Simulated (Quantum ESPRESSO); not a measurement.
Input and output of a self-consistent single point for Yb (Fm-3m, 1 atom in the cell) (Quantum ESPRESSO).

Computed with PBE, SSSP 1.1.2 efficiency (PBE) pseudopotentials (plane waves; Quantum ESPRESSO).

```
CELL_PARAMETERS angstrom
     -2.75370     0.00000     2.75370
      0.00000     2.75370     2.75370
     -2.75370     2.75370     0.00000
ATOMIC_POSITIONS crystal
  Yb 0.00000 0.00000 0.00000
```

Reference input (self-consistent single point, DFT, PBE, plane waves, SSSP 1.1.2 efficiency (PBE) pseudopotentials): ecutwfc = 50 Ry; ecutrho = 400 Ry; occupations = smearing; smearing = fd; degauss = 0.0073499 Ry; potentials = {Yb: Yb.GGA-PBE-paw-v1.0.UPF}; K_POINTS = automatic 8 8 8 0 0 0; conv_thr = 1e-10 Ry. This run's input differs from it in these lines:

```diff
@@ -17,3 +17,3 @@
   smearing = 'fd',
-  degauss = 0.0073499,
+  degauss = 0.000734986,
 /
@@ -27,3 +27,3 @@
 K_POINTS automatic
-8 8 8  0 0 0
+13 13 13  0 0 0
```

Output (repeated stretches shortened):

```
     Self-consistent Calculation

     iteration #  1     ecut=    50.00 Ry     beta= 0.70

     total energy              =   -1010.69154757 Ry
     estimated scf accuracy    <       0.33598236 Ry

     iteration #  2     ecut=    50.00 Ry     beta= 0.70
     c_bands:  1 eigenvalues not converged

     total energy              =   -1005.57611898 Ry
     estimated scf accuracy    <      54.04940474 Ry

     iteration #  3     ecut=    50.00 Ry     beta= 0.70

     total energy              =   -1011.13375545 Ry
     estimated scf accuracy    <       0.19778538 Ry

   [... 26 blocks of this kind left out ...]

     iteration # 30     ecut=    50.00 Ry     beta= 0.70

     total energy              =   -1011.09966086 Ry
     estimated scf accuracy    <          7.6E-10 Ry

     iteration # 31     ecut=    50.00 Ry     beta= 0.70
     End of self-consistent calculation

     the Fermi energy is     9.4695 ev

!    total energy              =   -1011.09966086 Ry
     estimated scf accuracy    <          7.4E-11 Ry
     smearing contrib. (-TS)   =      -0.00005108 Ry
     internal energy E=F+TS    =   -1011.09960978 Ry

     convergence has been achieved in  31 iterations

     Forces acting on atoms (cartesian axes, Ry/au):

     atom    1 type  1   force =     0.00000000    0.00000000    0.00000000

     Total force =     0.000000     Total SCF correction =     0.000000

          total   stress  (Ry/bohr**3)                   (kbar)     P=      -30.87
  -0.00020986  -0.00000000   0.00000000          -30.87       -0.00        0.00
  -0.00000000  -0.00020986   0.00000000           -0.00      -30.87        0.00
   0.00000000  -0.00000000  -0.00020986            0.00       -0.00      -30.87

   JOB DONE.
```

The run converged in 31 iterations. Against the reference run the free energy goes up by 46.5 meV/atom and the pressure goes from -2.89 to -3.09 GPa. The full log also holds: “c_bands:  1 eigenvalues not converged”.

The starting cell has typed, rounded lattice constants, without a prior relaxation at this level. Its lattice was rescaled by up to half a per cent. Spin-orbit coupling is off. Spin polarisation is off. With a pressure of about -3 GPa the cell is away from its equilibrium volume at this level.

Cost on one core of a shared machine: roughly 4 min.
